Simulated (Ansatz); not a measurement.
Input:

```xyz
12
Lattice="5.0540 0.0000 0.0000 0.0000 5.0540 0.0000 0.0000 0.0000 7.0458" Properties=species:S:1:pos:R:3 pbc="T T T"
Si     1.4927     1.4927     0.0000
Si     4.0198     1.0343     5.2844
Si     1.0343     4.0198     1.7615
Si     3.5613     3.5613     3.5229
O      1.2160     0.4874     1.2384
O      3.7430     2.0396     4.0460
O      1.3110     3.0144     0.5231
O      3.8380     4.5667     4.7613
O      4.5667     3.8380     2.2845
O      2.0396     3.7430     2.9998
O      3.0144     1.3110     6.5227
O      0.4874     1.2160     5.8074
```

No spin polarisation.

Calculations: Kohn–Sham DFT with the PBEsol functional, run in Ansatz (a program for electronic structure) with PAW and 420 eV plane waves, no spin-orbit coupling, earlier PAW set. Γ-centred 5×5×4 mesh, Fermi–Dirac width 0.05 eV.

Question: Predict the valence-band top at Γ, pressure, hole mass and band gap.

Answer: 
* **Valence-band top at Γ (three highest levels, from the VBM)**: 0.00, -0.26, -0.26 eV
* **Pressure (mean of the normal stresses, compression positive)**: -0.20 GPa
* **Hole mass**: 1.6 mₑ along c, 1.8 mₑ across (at Γ)
* **Band gap**: 5.56 eV

The cells carry an imposed strain or load. Effective masses come from finite differences of ±0.01 Å⁻¹. Whether these cells are dynamically stable was not tested. The cell was made from SiO$_{2}$ (space group P4_12_12, No. 92) by this change: isotropic strain +0.50 %.
